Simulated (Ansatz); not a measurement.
Consider Cs$_{2}$AgBiBr$_{6}$ (space group Fm-3m, No. 225; a = 11.343 Å). Axes: x, y, z lie along the cube axes.

Calculations: Ansatz (an electronic-structure program), r2SCAN, PAW, cutoff 500 eV, no SOC.

For the base:

The band gap is 1.67 eV and the smallest direct gap is 2.70 eV.

The change: strain tensor (xx, yy, zz, yz, xz, xy) = (+1.88, +1.91, +0.97, +0.44, −1.18, −0.85) %; the atoms relax in the strained cell.

Problem. How does this affect the band gap?

Solution. The band gap increases by 0.03 eV to 1.70 eV.

Problem. How does this affect the smallest direct gap?

Solution. The smallest direct gap stays essentially unchanged (2.70 eV against 2.71 eV).

Problem. What does the calculation give for the largest internal atomic displacement after the change?

Solution. The largest internal atomic displacement is 0.030 Å.

With Bi present, leaving out spin-orbit coupling can change the band edges. Whether these cells are dynamically stable was not tested.
